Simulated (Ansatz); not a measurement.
## Effect of biaxial strain +1.25 %, plane normal [111], relaxed out of plane on BeS

Consider BeS in the zinc blende structure (space group F-43m, No. 216; a = 4.796 Å). Axes: x, y, z lie along the cube axes.

Perturbation: biaxial strain +1.25 %, plane normal [111], relaxed out of plane (Cartesian); in-plane vectors clamped, the third vector and the atoms free.

Method: DFT with LDA, PAW potentials and a 420 eV plane-wave cutoff in Ansatz (a quantum-chemistry and plane-wave program), no spin-orbit coupling. k-mesh 12×12×12 (Γ-centred); smearing 0.05 eV (Fermi–Dirac).

```csv
quantity,base,changed,shift
volume per atom,13.79 Å³,14.07 Å³,+0.28 Å³
space group,F-43m (No. 216),R3m (No. 160),–
shortest interatomic distance,2.077 Å,2.078 Å,+0.001 Å
energy relative to the base (free energy F),0 meV/atom,+3.2 meV/atom,+3.2 meV/atom
"pressure (mean of the normal stresses, compression positive)",0.0 kbar,-19.4 kbar,-19.4 kbar
band gap,2.82 eV,2.78 eV,-0.048 eV
gap character,–,"indirect, Γ → F",–
smallest direct gap,5.49 eV,5.34 eV,-0.15 eV
"valence-band top at Γ (three highest levels, from the VBM)","0.00, 0.00, 0.00 eV","0.00, -0.13, -0.13 eV",–
out-of-plane strain,–,-0.50 %,–
ratio −ε⊥/ε∥,–,0.40,–
mean in-plane stress (compression positive),–,-2.9 GPa,–
```

Cost of the whole job for the changed cell (relaxation, final SCF and bands): about 30 core-seconds (a rough figure).

Whether these cells are dynamically stable was not tested. k-point labels follow each cell's own Brillouin zone.
